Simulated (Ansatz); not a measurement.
# Li$_{2}$Ca in the cubic Laves (MgCu2 type) structure (space group Fd-3m, No. 227)

Li2Ca is modelled in the cubic space group Fd-3m, origin choice 1 (No. 227), the cubic Laves (MgCu2 type) structure, Pearson symbol cF24. Cell: a = 8.6734 Å, b = 8.6734 Å, c = 8.6734 Å, α = 90.00°, β = 90.00°, γ = 90.00°. Li on 16c is surrounded by 6 Li at 3.067 Å and 6 Ca at 3.596 Å. Ca on 8b sees 12 Li at 3.596 Å and 4 Ca at 3.756 Å. (Neighbours: up to the widest gap in distance over summed covalent radii, below 1.35, at either atom.)
(The calculation used a cell of 6 atoms; values per cell refer to that cell.)

Computed with Ansatz (a program for electronic structure), PBEsol, PAW, cutoff 420 eV, no spin-orbit coupling. Settings: 9×9×9 k-points, 0.05 eV Fermi–Dirac smearing.

```yaml
volume_per_atom: 27.19 Å³
density: 1.10 g/cm³
band_gap: zero
total_energy: -733.260 eV/atom (σ→0; compares only within this code and set-up)
```

No phonon test of stability was made.
